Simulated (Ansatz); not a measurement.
Start from SnTe in the rock salt structure (space group Fm-3m, No. 225; a = 6.370 Å).

Calculations: DFT with r2SCAN, PAW potentials and a 500 eV plane-wave cutoff in Ansatz (an electronic-structure program), no SOC.

Before the change:

The band gap is 0.13 eV.

Now apply this change: full substitution Sn → Pb, then cell and atoms are relaxed.

Tabulated Pauling electronegativity and covalent radius: Sn 1.96, 1.39 Å; Pb 2.33, 1.46 Å.

Problem. Estimate the effect on the band gap and hole mass.

Solution. The band gap increases by 0.96 eV to 1.09 eV; the hole mass comes out as 0.57 mₑ along k, 0.087 mₑ across (at L).

With Pb and Te present, leaving out spin-orbit coupling can change the band edges. Effective masses come from finite differences of ±0.01 Å⁻¹. Along k means along the line from Γ to the band edge. Whether these cells are dynamically stable was not tested. The zero or small gap of SnTe can change with the level of theory.
